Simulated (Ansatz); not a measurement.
The Bader charge of B in a series of structures.

Cell A: a slab of TiO2 (rutile, P4₂/mnm) cut along (110), 82 atoms, rectangular cell of 8.86 × 13.03 Å (115.5 Å²), symmetry P1 within 0.02 Å, 9.0 Å thick under 16 Å of vacuum, in-plane vectors held at the crystal's; planes from bottom to top: O6 | Ti12O12 | O6 × 2 | Ti12O12 | F12 | BCl3, its two faces unlike (dipole correction applied); added, foreign or displaced atoms, above the top plane: two times F bound to 2 Ti at 1.96 Å; six times F bound to 1 Ti at 1.80 Å; F bound to 2 Ti at 1.95–1.96 Å; three times F bound to 2 Ti at 1.95 Å; BCl3 with no bond to the solid, its nearest contact Cl···Ti 4.37 Å; spin state with PBE: run without spin, k-point mesh 3×2×1.
```
CELL_PARAMETERS angstrom
      8.86277     0.00000     0.00000
      0.00000    13.03393     0.00000
      0.00000     0.00000    24.47247
ATOMIC_POSITIONS crystal
  Ti 0.00990 0.62443 0.37247
  Ti 0.16791 0.37478 0.38603
  O  0.17001 0.62510 0.32784
  O  0.16219 0.62461 0.43222
  O  0.00091 0.46730 0.37253
  O  0.00092 0.78189 0.37346
  Ti 0.00001 0.38883 0.51398
  Ti 0.16598 0.13848 0.51076
  O  0.16609 0.37619 0.46162
  F  0.16603 0.37905 0.56633
  O  0.99821 0.23054 0.51224
  O  0.99721 0.52369 0.50941
  F  0.16350 0.11505 0.58318
  Ti 0.01011 0.12441 0.37240
  Ti 0.16786 0.87480 0.38600
  O  0.17000 0.12518 0.32770
  O  0.16219 0.12427 0.43208
  O  0.00088 0.96726 0.37244
  O  0.00097 0.28186 0.37347
  Ti 0.99999 0.88883 0.51431
  Ti 0.16582 0.63842 0.51080
  O  0.16592 0.87610 0.46162
  F  0.16622 0.87944 0.56629
  O  0.99822 0.73066 0.51253
  O  0.99746 0.02371 0.50959
  F  0.16226 0.61375 0.58317
  Ti 0.34335 0.62440 0.37248
  Ti 0.50128 0.37474 0.38604
  O  0.50333 0.62516 0.32783
  O  0.49567 0.62442 0.43218
  O  0.33427 0.46729 0.37249
  O  0.33418 0.78185 0.37349
  Ti 0.33334 0.38879 0.51398
  Ti 0.49935 0.13857 0.51067
  O  0.49953 0.37627 0.46163
  F  0.49939 0.37907 0.56630
  O  0.33142 0.23068 0.51209
  O  0.33056 0.52367 0.50938
  F  0.49646 0.11634 0.58319
  Ti 0.34347 0.12445 0.37233
  Ti 0.50124 0.87471 0.38592
  O  0.50339 0.12512 0.32767
  O  0.49556 0.12450 0.43201
  O  0.33424 0.96726 0.37240
  O  0.33427 0.28188 0.37348
  Ti 0.33304 0.88889 0.51371
  Ti 0.49909 0.63836 0.51083
  O  0.49949 0.87606 0.46152
  F  0.49913 0.87902 0.56599
  O  0.33155 0.73049 0.51263
  O  0.33111 0.02382 0.50952
  F  0.49698 0.61280 0.58298
  Ti 0.67668 0.62438 0.37251
  Ti 0.83461 0.37467 0.38603
  O  0.83666 0.62506 0.32781
  O  0.82898 0.62483 0.43218
  O  0.66765 0.46729 0.37252
  O  0.66761 0.78187 0.37345
  Ti 0.66672 0.38883 0.51398
  Ti 0.83264 0.13843 0.51077
  O  0.83290 0.37608 0.46161
  F  0.83272 0.37899 0.56633
  O  0.66503 0.23064 0.51209
  O  0.66470 0.52369 0.50939
  F  0.82963 0.11512 0.58319
  Ti 0.67679 0.12438 0.37237
  Ti 0.83459 0.87473 0.38606
  O  0.83674 0.12517 0.32771
  O  0.82886 0.12431 0.43208
  O  0.66764 0.96725 0.37243
  O  0.66756 0.28186 0.37346
  Ti 0.66686 0.88878 0.51387
  Ti 0.83244 0.63851 0.51090
  O  0.83292 0.87611 0.46167
  F  0.83257 0.87930 0.56635
  O  0.66465 0.73058 0.51256
  O  0.66383 0.02374 0.50958
  F  0.83030 0.61469 0.58332
  Cl 0.65741 0.77473 0.68189
  B  0.47901 0.83158 0.68580
  Cl 0.31752 0.75548 0.68013
  Cl 0.46241 0.96405 0.69399
```

Cell B: a slab of TiO2 (rutile, P4₂/mnm) cut along (110), 82 atoms, rectangular cell of 8.86 × 13.03 Å (115.5 Å²), symmetry P1 within 0.02 Å, 9.4 Å thick under 16 Å of vacuum, in-plane vectors held at the crystal's; planes from bottom to top: O6 | Ti12O12 | O6 × 2 | Ti12O12 | F11 | Cl | BClF | Cl, its two faces unlike (dipole correction applied); added, foreign or displaced atoms, above the top plane: two times F bound to 2 Ti at 1.95 Å; five times F bound to 1 Ti at 1.80 Å; three times F bound to 2 Ti at 1.96 Å; F bound to 2 Ti at 1.95–1.96 Å; Cl bound to 1 Ti at 2.27 Å; BCl2F with no bond to the solid, its nearest contact Cl···Ti 4.22 Å; spin state with PBE: run without spin, k-point mesh 3×2×1.
```
CELL_PARAMETERS angstrom
      8.86277     0.00000     0.00000
      0.00000    13.03393     0.00000
      0.00000     0.00000    25.36364
ATOMIC_POSITIONS crystal
  Ti 0.01264 0.62092 0.36078
  Ti 0.17027 0.37125 0.37420
  O  0.17251 0.62156 0.31768
  O  0.16461 0.62075 0.41839
  O  0.00357 0.46365 0.36076
  O  0.00344 0.77842 0.36165
  Ti 0.00229 0.38544 0.49768
  Ti 0.16805 0.13471 0.49468
  O  0.16856 0.37309 0.44716
  F  0.16837 0.37581 0.54811
  O  0.99982 0.22718 0.49542
  O  0.99988 0.52044 0.49342
  Ti 0.01140 0.12110 0.36110
  Ti 0.17031 0.87142 0.37387
  O  0.17218 0.12188 0.31819
  O  0.16469 0.12138 0.41918
  O  0.00365 0.96392 0.36070
  O  0.00334 0.27831 0.36226
  Ti 0.00228 0.88541 0.49746
  Ti 0.16846 0.63520 0.49430
  O  0.16860 0.87352 0.44680
  F  0.16828 0.87454 0.54782
  O  0.00073 0.72736 0.49542
  O  0.00133 0.02085 0.49412
  F  0.16545 0.61249 0.56423
  Ti 0.34596 0.62090 0.36077
  Ti 0.50355 0.37149 0.37406
  O  0.50586 0.62166 0.31767
  O  0.49783 0.62052 0.41834
  O  0.33655 0.46362 0.36071
  O  0.33672 0.77840 0.36172
  Ti 0.33553 0.38557 0.49770
  Ti 0.50148 0.13542 0.49390
  O  0.50149 0.37362 0.44696
  F  0.50204 0.37535 0.54800
  O  0.33473 0.22706 0.49545
  O  0.33336 0.52049 0.49342
  F  0.50639 0.11139 0.56374
  Ti 0.34573 0.12102 0.36084
  Ti 0.50345 0.87136 0.37367
  O  0.50538 0.12215 0.31758
  O  0.49854 0.11981 0.41816
  O  0.33638 0.96388 0.36057
  O  0.33676 0.27825 0.36229
  Ti 0.33538 0.88542 0.49748
  Ti 0.50188 0.63526 0.49425
  O  0.50079 0.87344 0.44654
  F  0.50231 0.87578 0.54731
  O  0.33402 0.72737 0.49546
  O  0.33206 0.02087 0.49416
  F  0.49939 0.61261 0.56417
  Ti 0.67930 0.62097 0.36078
  Ti 0.83693 0.37153 0.37406
  O  0.83916 0.62163 0.31767
  O  0.83150 0.62061 0.41832
  O  0.67006 0.46367 0.36067
  O  0.67000 0.77828 0.36199
  Ti 0.66891 0.38557 0.49733
  Ti 0.83464 0.13531 0.49402
  O  0.83547 0.37360 0.44695
  F  0.83466 0.37530 0.54799
  O  0.66719 0.22771 0.49461
  O  0.66676 0.52057 0.49327
  F  0.82605 0.11223 0.56381
  Ti 0.67872 0.12089 0.36062
  Ti 0.83715 0.87132 0.37363
  O  0.83941 0.12208 0.31764
  O  0.83167 0.12009 0.41813
  O  0.67010 0.96368 0.36020
  O  0.67001 0.27823 0.36224
  Ti 0.66901 0.88559 0.49663
  Ti 0.83510 0.63517 0.49423
  O  0.83629 0.87335 0.44652
  F  0.83462 0.87580 0.54738
  O  0.66741 0.72732 0.49506
  O  0.66696 0.02009 0.49218
  F  0.83189 0.61304 0.56424
  Cl 0.16611 0.11690 0.58374
  F  0.41777 0.95491 0.65790
  B  0.56392 0.95529 0.66865
  Cl 0.65087 0.06799 0.68960
  Cl 0.66550 0.84065 0.66135
```

Computed with Ansatz (plane waves, PAW), its default PAW set, cutoff 420 eV. The structures are at rest with PBE+D3(BJ), within the held lattices; other levels are single points on them. Neutral cells; Fermi-Dirac smearing of at most 0.05 eV in the solids, energies taken to zero width. The lattices are those relaxed with PBE+D3(BJ), so at other levels the solids can be strained. Larger cells are relaxed from a start prepared with the learned potential CHGNet, on a coarser mesh till forces fall under 0.03 eV/Å, which some starts already meet. Cells are local rest points, mostly with their start's symmetry. No correction for cell size. A dispersion term ran beside these levels; it doesn't touch the electrons. Electrons of density maxima off the nuclei are shared among the atoms. Mean over the atoms, with the range where they differ; positive means electrons lost.

Question: What does PBE give for the Bader charge of B of each cell (e)?

Answer: 
```csv
cell,PBE
A,1.99
B,2.15
```

With PBE the value of B exceeds that of A by 0.16 e.

Ansatz is an electronic-structure program.
